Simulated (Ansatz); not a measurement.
Consider CsPbCl₃ in the cubic perovskite structure (space group Pm-3m, No. 221).

```
CsPbCl3
1.0
    5.61876     0.00000     0.00000
    0.00000     5.61876     0.00000
    0.00000     0.00000     5.61876
Cs Pb Cl
1 1 3
Direct
  0.00000   0.00000   0.00000
  0.50000   0.50000   0.50000
  0.00000   0.50000   0.50000
  0.50000   0.50000   0.00000
  0.50000   0.00000   0.50000
```

Cartesian axes are those of the cell as printed.

The values are results of PBEsol/PAW in Ansatz (a first-principles code), without spin-orbit coupling, earlier PAW set, not measurements.

Base values:

- Band gap: 1.84 eV
- Hole mass: 0.18 mₑ (at R)
- Volume per atom: 35.48 Å³

Now apply this change: uniaxial stress, 3 GPa tension along z; all other stress components relax to zero.

Task: What happens to the electron mass?

Result: The electron mass is 0.14 mₑ along z, 0.82 mₑ across (at R).

Task: How does this affect the band gap?

Result: The band gap falls by 0.197 eV, from 1.84 eV to 1.65 eV.

Task: Estimate the effect on the hole mass.

Result: The hole mass goes from 0.18 mₑ (at R) to 0.33 mₑ along z, 0.17 mₑ across (at R).

Task: Predict the new volume per atom.

Result: The volume per atom increases by 2.395 Å³ to 37.87 Å³.

With Pb present, leaving out spin-orbit coupling can change the band edges. Load acts through the strain it causes; cell and atoms are relaxed under it. Masses are band curvatures over ±0.01 Å⁻¹ around the edge. Beyond what the load breaks, stability against distortions was not tested. Many cubic perovskites are stable only at high temperature; tilts and polar distortions were not tested. This is not the structure that CsPbCl3 has at room temperature and ambient pressure.
